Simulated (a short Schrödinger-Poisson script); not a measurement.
Symmetric double-gate stack, HfO2 on p-type Si(100)

Structure: symmetric double-gate stack, HfO2 on p-type Si(100), at 300 K.

| layer | material | thickness (nm) | Na (cm⁻³) |
|---|---|---|---|
| 1 | HfO2 | 7.2 | - |
| 2 | Si | 2 | 1e18 |
| 3 | HfO2 | 7.2 | - |

Constants are typed, rounded textbook-type inputs, not results; the design itself was drawn at random and stands for no fabricated device. HfO2: permittivity 22, conduction-band edge (eV) 1.55, gap (eV) 5.7, electron mass (mₑ) 0.2. Si: permittivity 11.7, conduction-band edge (eV) 0, gap (eV) 1.124, Nv at 300 K (cm⁻³) 3.1e19.

Channel valleys (confinement mass, in-plane density-of-states mass, number): Δ2 0.916, 0.19, 2; Δ4 0.19, 0.417, 4. At the gates, both at one voltage, the conduction-band edge of layer 1 lies 1.68 eV − eVg above the Fermi level of the channel. Gaps are held at their typed values at every temperature. Mesh 0.03 nm at interfaces.

Solved with a short Schrödinger-Poisson script written for these runs: 1D Poisson equation in equilibrium, electrons quantum, Hartree (BenDaniel-Duke, 12 states a valley, the channel's in-plane mass for all, wave functions ending at the dielectric), parabolic valleys, classical holes, full ionisation, no traps, pinning or gate leakage.

```csv
Vg (V),electrons (cm⁻²),C (μF/cm²),Δ2 E0 (meV),Δ2 E1 (meV),Δ4 E0 (meV),Δ4 E1 (meV)
-0.15,1.19e6,< 0.003,389.2,696.6,781.3,-
-0.1,8.22e6,< 0.003,339.2,646.6,731.3,-
-0.05,5.68e7,< 0.003,289.2,596.6,681.3,-
0,3.93e8,< 0.003,239.2,546.6,631.3,-
0.05,2.71e9,0.0171,189.3,496.7,581.4,-
0.1,1.83e10,0.113,139.8,447.2,531.9,-
0.15,1.11e11,0.601,93.0,400.3,485.1,-
0.2,4.62e11,1.73,55.0,362.0,447.1,-
0.25,1.16e12,2.69,28.9,335.2,421.0,-
0.3,2.09e12,3.21,10.6,316.0,402.7,-
0.35,3.14e12,3.49,-3.6,300.8,388.5,-
0.4,4.26e12,3.65,-15.5,287.8,376.6,-
0.45,5.41e12,3.75,-26.1,276.1,366.1,-
0.5,6.59e12,3.82,-35.8,265.3,356.4,-
0.55,7.79e12,3.86,-44.9,255.0,347.2,-
0.6,9.00e12,3.89,-53.7,245.1,338.5,-
0.65,1.02e13,3.91,-62.1,235.4,330.0,-
0.7,1.14e13,3.93,-70.5,225.9,321.8,-
0.75,1.27e13,3.94,-78.6,216.6,313.6,-
0.8,1.39e13,3.95,-86.7,207.4,305.6,-
0.85,1.51e13,3.96,-94.7,198.2,297.6,-
```

Subbands count from the Fermi level; a dash marks a level above the dielectric's band edge. The capacitance is that of both gates.
